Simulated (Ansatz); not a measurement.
Data:

```
ZrSe2
1.0
    3.87478     0.00000     0.00000
   -1.93739     3.35565     0.00000
    0.00000     0.00000    19.09986
Zr Se
1 2
Direct
  0.00000   0.00000   0.50000
  0.33333   0.66667   0.58102
  0.66667   0.33333   0.41898
```

Level of theory: PBE, rigid bands (plane waves, PAW, scalar-relativistic; Ansatz, a quantum-chemistry and plane-wave program). Condition of this run: biaxial strain +2 %. Geometry: cell and atoms relaxed with PBE, then loaded as said.

### Question
What conductivity effective mass do dilute electrons have at 300 K?

### Answer
0.46 mₑ.

### Question
And the band gap?

### Answer
0.73 eV at this level; semilocal functionals usually fall short of the measured gap.

Rigid bands, one relaxation time for all states, no polarons. Spin-orbit coupling is left out; where it splits the top of the valence band it changes the hole mass and lowers the gap by about a third of the splitting.

Model free-standing layer, not matched to a measured one here: monolayer ZrSe2.
